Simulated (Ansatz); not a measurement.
Consider CaO in the rock salt structure (space group Fm-3m, No. 225; a = 4.767 Å).

Level of theory: PBEsol/PAW in Ansatz (a program for electronic structure), spin-orbit coupling left out.

Before the change:

- Pressure: 0.01 GPa
- Valley order: X along ⟨100⟩ 3.54 eV; Γ 4.78 eV

Modification: the cell is scaled by 0.9984 in all directions; the atoms relax in the strained cell.

**Question.** What happens to the pressure and valley order?

**Answer.** The pressure increases by 0.56 GPa, from 0.01 GPa to 0.57 GPa; the valley order (the lowest conduction-band minima on the path, energy above the VBM, named in the base's zone) changes from X along ⟨100⟩ 3.54 eV; Γ 4.78 eV to X along ⟨100⟩ 3.54 eV; Γ 4.82 eV.

The levels and masses belong to the bands next to the band gap. Stability against distortions was not tested. The base started in Cmce and relaxed to Fm-3m at this level.
